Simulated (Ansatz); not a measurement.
Abridged Ansatz (an electronic-structure program) output:

```
Pseudopotential: Ca, paw, valence charge 10
Crystal: 2 atoms, lattice volume = 86.829 Å³
Basis set: ecut = 500 eV, 2213 PW (Γ), exchange–correlation on 120×120×192 points (64 copies of the dense FFT grid, shifted against one another)
Bands: 14, of which v1, the nominal top of the filled ones, is band 10 counted from 1 (9 counted from 0)
Symmetry: 24 space group operations
k-points: 96 of 1372
Functional: x = r2scan, c = r2scan; τ floored in thin density (d = 2e-4 eV/Å³)
SCF iter   1: F=—  HF=-3643.223281 eV  |F-HF|=—  |Δ(HF+E_count)|=         —  Δρ=7.89e-3  dr2=3.63e-2  dr2_τ=2.24e-3  ethr=1.85e-4  ⟨swp⟩=1.0  Hψ=11219  notcnv=0
SCF iter   2: F=—  HF=-3643.321846 eV  |F-HF|=—  |Δ(HF+E_count)|=   9.86e-2  Δρ=5.31e-3  dr2=2.13e-2  dr2_τ=1.53e-3  ethr=1.82e-4  ⟨swp⟩=3.0  Hψ=2688  notcnv=0
SCF 1 converged in 9 iterations: F = -3643.343457 eV  dr2 = 4.79e-12
SCF converged after 9 iterations
Free energy (F): -3643.343457 eV
Internal energy: -3643.326200 eV  (E = F + TS)
E sigma→0 (E₀):  -3643.334829 eV
Entropy (-TS):   -0.017257 eV (-8.628 meV/atom)
Fermi energy:    4.867958 eV
--- Forces (eV/Å), atoms counted from 1 ---
  atom   1  Ca    -0.00000000    -0.00000000     0.00000000
  atom   2  Ca     0.00000000     0.00000000     0.00000000
--- Stress (GPa, compression-positive) ---
       -0.000141       0.000000       0.000000
        0.000000      -0.000141       0.000000
        0.000000       0.000000       0.000136
  P = ⅓ Tr σ = -0.0000 GPa (-0.000 kbar)
```

What was computed, and what are the main results?

Ca, 2 atoms in the cell, with r2SCAN/PAW in Ansatz, no spin-orbit coupling, earlier PAW set. The last SCF converged to F = -3643.343457 eV, or -1821.6717 eV per atom, at a pressure of 0.00 GPa. The total energy compares only with runs of the same code, potentials and settings.

Whether these cells are dynamically stable was not tested. The cell was made from Hf by this change: Hf → Ca; the result is a model cell. This is not the structure that Ca has at room temperature and ambient pressure.
